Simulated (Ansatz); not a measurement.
For CsCl-type ScPd, PBEsol in Ansatz (PAW) gives:

- lattice constant a = 3.266 Å
- bulk modulus = 124 GPa
- cohesive energy = 5.39 eV/atom

### Question
What does r²SCAN (plane waves, PAW; Ansatz, a quantum-chemistry and plane-wave program) give for the same quantities?

### Answer

- lattice constant a: 3.295 Å (rises by 0.9 %)
- bulk modulus: 121 GPa (drops by 2.4 %)
- cohesive energy: 4.96 eV/atom (falls by 0.43 eV/atom)

For comparison: lattice constant a 3.283 Å (measured, temperature not stated, copied from a table, unchecked, no zero-point or thermal correction; as tabulated in Transactions of the Metallurgical Society of Aime 224, 1082 (1962)).

Changes are worked out from the printed values.

Unless a cell is named, each level is at its own relaxed cell (PBEsol 17.41, r²SCAN 17.89 Å³/atom).

The crystal itself was run without spin with PBEsol, r²SCAN; a magnetic state was not tried in these runs.

Caveats: the bulk modulus is −V dP/dV from two relaxed cells at ±2 % in volume (PBEsol, r²SCAN). Ansatz's density-functional and Hartree–Fock values are scalar-relativistic unless marked +SOC, with PAW data made under PBE.
